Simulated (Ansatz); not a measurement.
An Ansatz (an electronic-structure program) input (Kohn–Sham DFT with the PBEsol functional, run in Ansatz with PAW and 420 eV plane waves, no spin-orbit coupling, earlier PAW set):

Ansatz 0.2 input:
```yaml
crystal:
  lattice:
    - [5.7013730356, 0, 0]
    - [0, 5.7013730356, 0]
    - [0, 0, 7.9300964762]
  atoms:
    - { symbol: Si, position: [0.3304603539, 0.3304603539, 0] }
    - { symbol: Si, position: [0.8304603539, 0.1695396461, 0.75] }
    - { symbol: Si, position: [0.1695396461, 0.8304603539, 0.25] }
    - { symbol: Si, position: [0.6695396461, 0.6695396461, 0.5] }
    - { symbol: S, position: [0.2137229124, 0.2069059176, 0.2380752554] }
    - { symbol: S, position: [0.7137229124, 0.2930940824, 0.5119247446] }
    - { symbol: S, position: [0.2862770876, 0.7069059176, 0.0119247446] }
    - { symbol: S, position: [0.7862770876, 0.7930940824, 0.7380752554] }
    - { symbol: S, position: [0.7930940824, 0.7862770876, 0.2619247446] }
    - { symbol: S, position: [0.2930940824, 0.7137229124, 0.4880752554] }
    - { symbol: S, position: [0.7069059176, 0.2862770876, 0.9880752554] }
    - { symbol: S, position: [0.2069059176, 0.2137229124, 0.7619247446] }
basis: { ecutwfc: 420, ecutrho_ratio: 4, xc_grid: 2, fft_grid_basis: typed }
kpoints: { mp_grid: { grid: [5, 5, 4] } }
hamiltonian:
  xc: pbesol
  dispersion: none
  pseudopotentials: { azcp: { folder: ./paw }, kind: paw }
scf: { occupations: { method: fermi_dirac, width: 0.05 }, convergence: { dr2_threshold: 0.0000000012 } }
output: { forces: true, stress: true }
checkpoint: { write: state.ck, write_every: 1000 }
```

### Question
Which symmetry and how many k-points will the program report, and about how many plane waves at Γ?

### Answer
Space group P41212 (ITA 92) with 8 operations, k-points 18 of 100, and 5047 plane waves at Γ.

No phonon test of stability was made. The cell was made from SiO2 by this change: O → S; the result is a hypothetical phase, not in the database extracts checked.
